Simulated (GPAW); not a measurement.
Troubleshooting GPAW: a failed run on TaAgS3 (Cmc2_1, 10 atoms in the cell). The aim is a self-consistent single point with DFT PBEsol, plane waves, GPAW PAW datasets PBEsol (made by gpaw-setup).

Cell that was meant: a = 7.3787 Å, b = 7.3787 Å, c = 7.7856 Å, α = 90.00°, β = 90.00°, γ = 153.42°.

Part of the input:

```python

calc = GPAW(mode=PW(550),
            xc='PBEsol',
            setups={'S': 'pv'},
            kpts=(7, 7, 3),
            occupations=FermiDirac(0.1),
            nbands=-16,
```

Output, abridged:

```
Input parameters:
  convergence: {density: 1e-05,
                energy: 1e-05}
  kpts: [7 7 3]
  maxiter: 100
  mode: {ecut: 550.0,
         name: pw}
  nbands: -16
  occupations: {fixmagmom: False,
                name: fermi-dirac,
                width: 0.1}
  setups: {S: pv}
  symmetry: {symmorphic: False,
             tolerance: 0.0005}
  xc: PBEsol

Traceback (most recent call last):
   [... frames left out ...]
FileNotFoundError: Could not find required PAW dataset file "S.pv.PBEsol".

You need to set the GPAW_SETUP_PATH environment variable to point to
the directories where PAW dataset and basis files are stored.  See
https://gpaw.readthedocs.io/install.html#install-paw-datasets
for details.
```

**Question.** Read the log: what does the program object to, and what is the fix?

**Answer.** The fault is a potential or basis that cannot be found. The input names a file or set that is not where the program looks, or that does not exist under that name. To fix it, correct the name or place the file. The program stopped before any SCF iteration.

The sound input it was made from differs as follows (other fixes are possible):
```diff
-            setups={'S': 'pv'},
```

With that input, the run converged in 24 iterations: free energy E − TS (from the program's reference atoms) -61.4636 eV; Fermi level (on the code's own zero) 7.26 eV; pressure -4.90 GPa; largest force (vector length) 0.100 eV/Å (DFT PBEsol, plane waves, GPAW PAW datasets PBEsol (made by gpaw-setup)).

On the sound input: the starting cell comes from a database of computed structures (which also holds hypothetical and non-ambient phases and stackings), without a prior relaxation at this level. Spin-orbit coupling is off. Spin polarisation is off. With a pressure of about -5 GPa the cell is away from its equilibrium volume at this level.
